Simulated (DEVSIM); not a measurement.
Structure: abrupt Si n-p junction, at 300 K.

```csv
layer (left to right),material,thickness (μm),Nd (cm⁻³),Na (cm⁻³),τn (s),τp (s)
1,Si,2.60,5.3e18,-,0.00013,0.00013
2,Si,2.40,-,5.2e17,0.00013,0.00013
```

Left contact: ohmic. Right contact: ohmic. Voltage is applied to the left contact. Recombination: SRH at mid-gap, radiative, Auger. Mobility is constant in doping.

The device is made up for the run: typed textbook-type constants, with dimensions and the other settings drawn at random. Values at 300 K.

| parameter | Si |
|---|---|
| gap (eV) | 1.124 |
| affinity (eV) | 4.05 |
| permittivity | 11.7 |
| Nc (cm⁻³) | 2.86e19 |
| Nv (cm⁻³) | 3.1e19 |
| μn (cm²/Vs) | 1417 |
| μp (cm²/Vs) | 470 |
| B (cm³/s) | 4.7e-15 |
| Cn (cm⁶/s) | 2.8e-31 |
| Cp (cm⁶/s) | 9.9e-32 |

Model (solved in DEVSIM): 1D drift-diffusion, Boltzmann statistics, complete ionisation; no tunnelling, impact ionisation, image-force lowering or self-heating.

The thickness of layer 2 was swept, all else fixed.

```csv
thickness of layer 2 (μm),dark forward voltage at 100 A/cm² (V),dark forward voltage at 1 A/cm² (V)
0.48,0.747,0.627
0.84,0.762,0.642
1.4,0.775,0.656
2.4,0.789,0.669
4.1,0.802,0.683
7.2,0.816,0.696
12,0.828,0.708
```

From the first row to the last the dark forward voltage at 100 A/cm² goes from 0.747 to 0.828. From the first row to the last the dark forward voltage at 1 A/cm² goes from 0.627 to 0.708.
